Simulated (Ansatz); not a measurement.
# BAs under a change: B vacancy

Base system: a 16-atom supercell of BAs in the zinc blende structure (space group F-43m, No. 216; a = 4.8093 Å) at its relaxed geometry.

It is then changed as follows: one B atom is removed, atoms relaxed at fixed cell, starting from a slightly rattled geometry.

Computed with Ansatz (a program for electronic structure), PBE, PAW, cutoff 420 eV, no spin-orbit coupling. Γ-centred 5×5×5 mesh, Fermi–Dirac width 0.01 eV.

| quantity | base | changed | shift |
|---|---|---|---|
| largest displacement of a host atom from its site in the perfect cell | – | 0.00 Å | – |
| mean distance from the defect site to its nearest host atoms | 2.08 Å | 2.08 Å | 0.00 Å |

Final structure:

```yaml
crystal:
  lattice:
    - [0.00000, 4.80934, 4.80934]
    - [4.80934, 0.00000, 4.80934]
    - [4.80934, 4.80934, 0.00000]
  atoms:
    - { symbol: As, position: [0.37512, 0.37628, 0.37513] }
    - { symbol: As, position: [0.37512, 0.37628, 0.87478] }
    - { symbol: As, position: [0.37511, 0.87591, 0.37515] }
    - { symbol: As, position: [0.37467, 0.87632, 0.87516] }
    - { symbol: As, position: [0.87475, 0.37627, 0.37514] }
    - { symbol: As, position: [0.87513, 0.37588, 0.87514] }
    - { symbol: As, position: [0.87513, 0.87630, 0.37472] }
    - { symbol: As, position: [0.87513, 0.87630, 0.87517] }
    - { symbol: B, position: [0.00000, 0.00117, 0.50007] }
    - { symbol: B, position: [0.00001, 0.50120, 0.00004] }
    - { symbol: B, position: [0.00002, 0.50120, 0.50005] }
    - { symbol: B, position: [0.50002, 0.00118, 0.00004] }
    - { symbol: B, position: [0.50003, 0.00118, 0.50006] }
    - { symbol: B, position: [0.50004, 0.50122, 0.00003] }
    - { symbol: B, position: [0.50003, 0.50119, 0.50005] }
```

Cost of the whole job for the changed cell (relaxation, final SCF and bands): around 20 core-minutes (rough).

The magnetic state is the one reached from the starting moments; the real material's order can differ, and small cells can't hold many antiferromagnetic ones. The cell is small, so the values are those of an ordered compound at a high defect concentration; dilute-limit values will differ. Seeded moments were not kept for B vacancy. The defect cell is spin-polarised and ends with 0.0 μB.
